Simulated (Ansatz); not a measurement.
Band structure of Hf2Ni (I4/mcm, 6 atoms in the cell).

```xyz
6
Lattice="-3.1779 3.1779 2.6180 3.1779 -3.1779 2.6180 3.1779 3.1779 -2.6180" Properties=species:S:1:pos:R:3 pbc="T T T"
Hf     1.0526     2.1253     2.6180
Hf     2.1253     1.0526     0.0000
Hf     1.0526     4.2304     0.0000
Hf     2.1253    -1.0526     2.6180
Ni     0.0000     0.0000     3.9271
Ni     0.0000     0.0000     1.3090
```

Method: PBEsol, PAW files made with PBE (plane waves; Ansatz, an electronic-structure program).

Settings: kpoints.mp_grid.grid = 6 6 6; hamiltonian.xc = pbesol; hamiltonian.pseudopotentials = {kind: paw} (the program's default PAW files); scf.occupations.method = fermi_dirac; scf.occupations.width = 0.0073 Ry; kpoints.band_path.npoints = 8.

The starting cell comes from a database of computed structures (which also holds hypothetical and non-ambient phases and stackings), without a prior relaxation at this level. Spin-orbit coupling is off. Spin polarisation is off.

Levels in eV from the Fermi level, bands 67 to 74:
| point | 67 | 68 | 69 | 70 | 71 | 72 | 73 | 74 |
|---|---|---|---|---|---|---|---|---|
| Γ | -0.83 | -0.23 | -0.23 | -0.04 | 0.11 | 0.27 | 0.27 | 0.40 |
| X | -0.81 | -0.66 | -0.54 | -0.35 | 0.16 | 0.39 | 0.41 | 0.58 |
| M | -0.93 | -0.64 | -0.64 | -0.40 | -0.06 | 0.93 | 1.26 | 1.56 |
| Z | -0.98 | -0.77 | -0.55 | -0.55 | 0.17 | 1.20 | 1.30 | 1.70 |
| P | -0.14 | -0.14 | -0.06 | -0.06 | 0.02 | 0.02 | 0.67 | 0.67 |
| N | -0.71 | -0.71 | -0.27 | -0.27 | 0.65 | 0.65 | 0.89 | 0.89 |
| Z1 | -0.98 | -0.77 | -0.55 | -0.55 | 0.17 | 1.20 | 1.30 | 1.70 |

Bands cross the Fermi level along this path, so the cell is metallic at this level.

Keys are those of Ansatz 0.2.
